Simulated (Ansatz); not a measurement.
Functionals compared on a constructed model of the (0001) surface of hcp Re, a pseudomorphic layer of Ta in the host's stacking (bottom of the slab: a bare face, its two planes held), in Ansatz (plane waves, PAW). The structure was relaxed with PBE; the other rows are single points on it. Cutoff 420 eV (500 eV for r2SCAN).

Model: 7-atom slab, 14.1 Å thick at the start, 15x15x1 mesh, Fermi-Dirac 0.1 eV, dipole correction, 2 atoms held, the rest relaxed; start symmetry kept, larger cells not searched; no spin, no spin-orbit, no U. It is one candidate, not shown to be the stable structure of the face. These notes are the PBE run's.

```tsv
functional	work function of the top face (eV)	rough cost of the single point
PBE	5.03	–
RPBE	4.89	very roughly 22 core-seconds
r2SCAN	5.12	roughly 40 core-seconds
```

Ansatz is an electronic-structure program.
